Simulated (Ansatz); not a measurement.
**Migration barriers: La-vacancy pair in ceria, charge state +1**

Consider La-vacancy pair (La on one host Ce site, one O site vacant) in ceria, charge state +1. Calculation: PBE, PAW (plane waves to 420 eV; Ansatz, a quantum-chemistry and plane-wave program).

Cell of 96 host sites held at the relaxed PBE lattice; one k-point at (0.250, 0.250, 0.250); Fermi-Dirac width 0.01 eV, spin-restricted; finite-size errors left in. Energies are static. Spin-orbit coupling is left out. The charge state is imposed; whether it is stable for some Fermi level was not computed. Forms of the defect that were not tried may lie lower.

Barriers: single points on a 2×2×2 k-point mesh shifted by half a step at the bands' geometries.

```json
[
 {"Route": "one O atom jumps into the vacancy from a nearby O site (La-vacancy distance between ideal sites 2.37 → 4.53 Å)", "Start site over the lowest site run (eV)": "0.09", "Hop (Å)": "2.16", "Forward barrier (eV)": "0.31", "Backward barrier (eV)": "0.40", "Neighbours at the start": "2 Ce at 2.32, Ce at 2.52, Ce at 2.53; 2 O at 2.76, 2 O at 2.78, O at 2.93 Å", "Neighbours at the saddle": "2 Ce at 2.13 Å", "Saddle order": "not checked, on a symmetry element", "Forward, on the band's own sampling (eV)": "0.31"},
 {"Route": "one O atom jumps into the vacancy from a nearby O site (La-vacancy distance between ideal sites 2.37 Å throughout)", "Start site over the lowest site run (eV)": "0.09", "Hop (Å)": "2.62", "Forward barrier (eV)": "0.80", "Backward barrier (eV)": "0.80", "Neighbours at the start": "Ce at 2.31, 2 Ce at 2.41; La at 2.45; 2 O at 2.72, 3 O at 2.86 Å", "Neighbours at the saddle": "Ce at 2.02; La at 2.24 Å", "Saddle order": "not checked, on a symmetry element", "Forward, on the band's own sampling (eV)": "0.80"}
]
```

Paths come from nudged elastic bands with a climbing image. Of the routes that converged and passed our checks, the lowest saddle point lies 0.40 eV above the lowest of the sites run (one O atom jumps into the vacancy from a nearby O site (La-vacancy distance between ideal sites 2.37 → 4.53 Å)); other sites, such as split forms, and other routes may lie lower. A band can be held on a symmetry element, so unchecked saddle points there may be too high.
